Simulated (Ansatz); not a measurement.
Output of an Ansatz run (abridged):

```
WARN the atoms were moved onto the symmetric positions of the space group found under crystal.symmetry.tolerance 1.0e-5 (fractional …
WARN ansatz: RAYON_NUM_THREADS=1 ignored (pool sized by the plan → 1); use --threads N
Pseudopotentials: kind: paw
Pseudopotential: Pb, paw, valence charge 14
Pseudopotential: Ti, paw, valence charge 12
Pseudopotential: Se, paw, valence charge 16
Crystal: 10 atoms, lattice volume = 298.468 Å³
Basis set: ecut = 420 eV, 5853 PW (Γ), exchange–correlation on 100×100×90 points (8 copies of the dense FFT grid, shifted against one another)
Bands: 89, of which v1, the nominal top of the filled ones, is band 74 counted from 1 (73 counted from 0)
Symmetry: 24 space group operations
Space group: P63/mmc (ITA 194), of the structure as read, at distance tolerance 6.7e-5 Å
k-points: 12 of 64
Initial density: superposition of atomic densities (neutral atoms: chi_scale 0, normalization atom), corrected by the library's trained network
Initial wavefunctions: pseudopotential atomic-orbital guess
Eigensolver: davidson
Functional: x = pbe(κ = 0.804, μ = 0.2195149727645171), c = pbe(β = 0.06672455060314922)
SCF iter   1: F=—  HF=-61631.000562 eV  |F-HF|=—  |Δ(HF+E_count)|=         —  Δρ=5.83e-3  dr2=1.96e-1  ethr=1.77e-3  ⟨swp⟩=6.5  Hψ=4009  notcnv=0
all-band conjugate gradients solve this SCF's bands
preconditioner: auto → Resta (q_TF=auto, 2.427 Å⁻¹)
SCF iter   2: F=—  HF=-61631.036662 eV  |F-HF|=—  |Δ(HF+E_count)|=   4.35e-3  S|Δr|=   1.57e-1  Δρ=6.50e-3  dr2=2.41e-1  ethr=1.32e-4  ⟨swp⟩=2.9  Hψ=1751  notcnv=0  defer=91
preconditioner: auto → LDOS
SCF iter   3: F=—  HF=-61631.019493 eV  |F-HF|=—  |Δ(HF+E_count)|=   1.72e-2  S|Δr|=    0.00e0  Δρ=1.89e-3  dr2=3.89e-2  ethr=1.32e-4  ⟨swp⟩=2.6  Hψ=1276  notcnv=0  defer=91
SCF iter   4: F=—  HF=-61631.013898 eV  |F-HF|=—  |Δ(HF+E_count)|=   5.60e-3  S|Δr|=    0.00e0  Δρ=6.80e-4  dr2=1.81e-3  ethr=2.63e-5  ⟨swp⟩=2.0  Hψ=1283  notcnv=0  defer=91
SCF iter   5: F=—  HF=-61631.013564 eV  |F-HF|=—  |Δ(HF+E_count)|=   3.34e-4  S|Δr|=    0.00e0  Δρ=9.58e-5  dr2=4.44e-5  ethr=1.22e-6  ⟨swp⟩=2.0  Hψ=1477  notcnv=0  defer=91
SCF iter   6: F=—  HF=-61631.013502 eV  |F-HF|=—  |Δ(HF+E_count)|=   6.22e-5  S|Δr|=    0.00e0  Δρ=2.17e-5  dr2=1.66e-6  ethr=3.00e-8  ⟨swp⟩=2.0  Hψ=1308  notcnv=0  defer=93
SCF iter   7: F=—  HF=-61631.013502 eV  |F-HF|=—  |Δ(HF+E_count)|=   8.45e-7  S|Δr|=    0.00e0  Δρ=6.11e-6  dr2=1.41e-7  ethr=1.12e-9  ⟨swp⟩=2.0  Hψ=1248  notcnv=0  defer=93
SCF iter   8: F=-61631.013502 eV  HF=-61631.013502 eV  |F-HF|=7.42e-10  |Δ(HF+E_count)|=   4.84e-8  S|Δr|=    0.00e0  Δρ=7.71e-7  dr2=1.42e-9  ethr=6.76e-11  ⟨swp⟩=8.9  Hψ=4003  notcnv=0
SCF 1 converged in 8 iterations: F = -61631.013502 eV  dr2 = 1.42e-9
SCF converged after 8 iterations
Stability not checked (fill_not_monotonic)
Free energy (F): -61631.013502 eV
Harris-Foulkes:  -61631.013502 eV  (|F-HF|=7.42e-10)
Internal energy: -61631.013205 eV  (E = F + TS)
E sigma→0 (E₀):  -61631.013403 eV
Entropy (-TS):   -0.000298 eV (-0.030 meV/atom)
Fermi energy:    7.116008 eV
Step filling:    the computed levels leave a gap of 0.0268 eV = 0.5 smearing widths
--- Per-component energies (eV) ---
  E_band       = -3049.549677
  E_kinetic    = 1830.128241
  E_local      = -23238.011686  (includes V_loc(G=0)·N_el)
  E_nonlocal   = -2864.694004
  E_hartree    = 11001.162828
  E_xc         = -1262.428759
  E_vxc        = -1097.889107  (∫ρ·V_xc dr)
  E_paw        = -34365.012669  (= ΣΔE_a)
  E_vpaw       = 318.593436  (= ΣTr[D̂ρ^β])
  E_aug_tail   = -0.003101  (compensation charges beyond the density's cutoff)
  E_ewald      = -12732.154057
  E_smearing   = -0.000298  (= −TS)
  E_closure    = 0.000000  (closes the sum)
  Σ components = -61631.013502   (vs F -61631.013502, Δ=0.00e0)
--- Forces (eV/Å), atoms counted from 1 ---
  atom   1  Pb     0.00000000     0.00000000     0.00000000
  atom   2  Pb    -0.00000000    -0.00000000     0.00000000
  atom   3  Ti     0.00000000     0.00000000     0.00000000
  atom   4  Ti     0.00000000     0.00000000     0.00000000
  atom   5  Se     0.00000010     2.64496312     0.00000000
  atom   6  Se    -2.29060530    -1.32248147     0.00000000
  atom   7  Se     2.29060520    -1.32248165     0.00000000
  atom   8  Se    -0.00000010    -2.64496312     0.00000000
  atom   9  Se     2.29060530     1.32248147     0.00000000
  atom  10  Se    -2.29060520     1.32248165     0.00000000
  max |Σ_I F_I| component: 1.33e-15 eV/Å
--- Stress (GPa, compression-positive) ---
        2.413419      -0.000000       0.000000
        0.000000       2.413419       0.000000
        0.000000       0.000000       2.053268
  P = ⅓ Tr σ = 2.2934 GPa (22.934 kbar)
  The stress holds the Pulay correction. Without it, at fixed plane waves, as pw.x and ABINIT print it: P = 2.2803 GPa
--- Band table (eV; the first three rows and the last of 12) ---
  k-point 0: bands = ["-50.4133", "-50.3961", "-39.9744", "-39.9729", "-39.9727", "-39.9727", "-39.9724", "-39.9724", "-39.9696", "-39.9696", "-39.9695", "-39.9695", "-39.9669", "-39.9668", "-39.9667", "-39.9661", "-39.9661", "-39.9649", "-39.9649", [...]
  k-point 1: bands = ["-50.4107", "-50.3986", "-39.9742", "-39.9732", "-39.9727", "-39.9727", "-39.9724", "-39.9724", "-39.9696", "-39.9696", "-39.9695", "-39.9695", "-39.9669", "-39.9669", "-39.9662", "-39.9659", "-39.9659", "-39.9650", "-39.9650", [...]
  k-point 2: bands = ["-50.4047", "-50.4047", "-39.9738", "-39.9738", "-39.9726", "-39.9726", "-39.9726", "-39.9726", "-39.9696", "-39.9696", "-39.9696", "-39.9696", "-39.9669", "-39.9669", "-39.9655", "-39.9655", "-39.9655", "-39.9655", "-39.9651", [...]
  k-point 11: bands = ["-50.4047", "-50.4047", "-39.9737", "-39.9737", "-39.9726", "-39.9726", "-39.9725", "-39.9725", "-39.9696", "-39.9696", "-39.9695", "-39.9695", "-39.9669", "-39.9669", "-39.9655", "-39.9655", "-39.9655", "-39.9655", [...]
```

The structure:

```xyz
10
Lattice="7.3888 0.0000 0.0000 -3.6944 6.3989 0.0000 0.0000 0.0000 6.3127" Properties=species:S:1:pos:R:3 pbc="T T T"
Pb     0.0000     4.2660     4.7345
Pb     3.6944     2.1330     1.5782
Ti     0.0000     0.0000     0.0000
Ti     0.0000     0.0000     3.1563
Se     0.0000     1.8710     1.5782
Se     2.0740     5.4634     1.5782
Se    -2.0740     5.4634     1.5782
Se     3.6944     4.5279     4.7345
Se     1.6204     0.9355     4.7345
Se     5.7685     0.9355     4.7345
```

Question: Write an input that gives this output.

Answer: Other spellings and defaults could give the same log, and not every line can be read from it. The input that was run (DFT, PBE, plane waves, default PAW files):

Ansatz 0.2 input:
```yaml
crystal:
  lattice:
    - [7.38884700, 0.00000000, 0.00000000]
    - [-3.69442300, 6.39892900, 0.00000000]
    - [0.00000000, 0.00000000, 6.31267400]
  atoms:
    - { symbol: Pb, position: [0.33333300, 0.66666700, 0.75000000] }
    - { symbol: Pb, position: [0.66666700, 0.33333300, 0.25000000] }
    - { symbol: Ti, position: [0.00000000, 0.00000000, 0.00000000] }
    - { symbol: Ti, position: [0.00000000, 0.00000000, 0.50000000] }
    - { symbol: Se, position: [0.14620000, 0.29240000, 0.25000000] }
    - { symbol: Se, position: [0.70760000, 0.85380000, 0.25000000] }
    - { symbol: Se, position: [0.14620000, 0.85380000, 0.25000000] }
    - { symbol: Se, position: [0.85380000, 0.70760000, 0.75000000] }
    - { symbol: Se, position: [0.29240000, 0.14620000, 0.75000000] }
    - { symbol: Se, position: [0.85380000, 0.14620000, 0.75000000] }
basis:
  ecutwfc: 420.0 eV
kpoints:
  mp_grid: { grid: [4, 4, 4] }
hamiltonian:
  xc: pbe
  pseudopotentials: { kind: paw }
scf:
  occupations: { method: cold, width: 0.05 eV }
output:
  forces: true
  eigenvalues: true
  stress: true
```

The starting cell was generated: these elements placed on a structure prototype, without a prior relaxation; it need not be a known phase or ordering of this composition. Its lattice was rescaled by a random factor within 2.5 % of one. Spin-orbit coupling is off. Spin polarisation is off, so a magnetic state, if there is one, cannot be reached. Forces in this geometry exceed 1 eV/Å. Ansatz's pressure includes its estimate of the finite-basis (Pulay) stress.

Ansatz is a first-principles code.
